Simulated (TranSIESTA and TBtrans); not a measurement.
## Na chain with one bond stretched by 1.0 Å

Junction: Na chain with one bond stretched by 1.0 Å. Leads: straight Na chain, spacing 3.3 Å. Geometry: as built, not relaxed.

TranSIESTA and TBtrans, PBE, DZP numerical orbitals (energy shift 0.15 eV), PseudoDojo norm-conserving scalar-relativistic potentials, mesh cutoff 200 Ry, 300 K, no spin polarisation, no spin-orbit coupling; self-consistent non-equilibrium Green functions.

- Conductance at 300 K (G0 = 2e²/h): 0.88
- Mean T from −0.5 to 0.5 eV: 0.85

Energies count from the leads' Fermi level. Transmissions are for one spin of a degenerate pair. The energy step is 0.01 eV; narrower resonances are cut or missed.

```
E (eV)     T  lead channels
------  ----  -------------
-2.00      0              0
-1.90      0              0
-1.80      0              0
-1.70      0              0
-1.60      0              0
-1.50      0              0
-1.40      0              0
-1.30      0              0
-1.20      0              0
-1.10      0              0
-1.00      0              0
-0.90      0              0
-0.80   0.27              1
-0.70   0.44              1
-0.60   0.56              1
-0.50   0.67              1
-0.40   0.75              1
-0.30   0.81              1
-0.20   0.84              1
-0.10   0.87              1
0.00    0.88              1
0.10    0.88              1
0.20    0.89              1
0.30    0.89              1
0.40    0.90              1
0.50    0.90              1
0.60    0.91              1
0.70    0.92              1
0.80    0.93              1
0.90    0.94              1
1.00    0.96              1
1.10    0.97              1
1.20    0.98              1
1.30    0.99              1
1.40    0.99              1
1.50    1.00              1
1.60    1.00              1
1.70    1.00              1
1.80    0.99              1
1.90    1.43              3
2.00    1.83              3
```

The straight chain is held at its spacing; free chains may zigzag or dimerise. No spin-polarised start was tried, so a magnetic state, if there is one, is missed.
